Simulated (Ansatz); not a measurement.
**A computed series for Mg3Sb2: pressure series**

Consider Mg$_{3}$Sb$_{2}$ (space group P-3m1, No. 164; a = 4.5959 Å, c = 7.2716 Å).

Cell and atoms are relaxed at each pressure.

Level of theory: Ansatz (a first-principles code) PBE, spin-orbit coupling left out.

Two rows of this table had their results exchanged by mistake.

```
pressure          volume per atom (Å³)  shortest distance (Å)  band gap
----------------  --------------------  ---------------------  --------
pressure −2 GPa                  24.14                  2.775   0.13 eV
pressure −1 GPa                  27.29                  2.866   0.14 eV
pressure 0.3 GPa                 26.42                  2.842   0.15 eV
pressure 0.7 GPa                 26.18                  2.835   0.16 eV
pressure 1.5 GPa                 25.73                  2.823   0.17 eV
pressure 3 GPa                   24.99                  2.801   0.18 eV
pressure 5 GPa                   28.08                  2.887   0.12 eV
pressure 7.5 GPa                 23.25                  2.747   0.05 eV
pressure 10 GPa                  22.50                  2.723      zero
```

Problem. Which two?

Solution. The rows for pressure −2 GPa and pressure 5 GPa: the volume has to fall steadily with pressure, so 28.08 Å³ belongs to pressure −2 GPa and 24.14 Å³ to pressure 5 GPa.

Spin-orbit coupling, missing from the scalar runs, can matter with Sb. Load acts through the strain it causes; cell and atoms are relaxed under it. Whether these cells are dynamically stable was not tested. No other phases were tried under pressure. The final runs are not spin-polarised. A zero or small gap of Mg3Sb2 can be the functional's error rather than a property of the material.
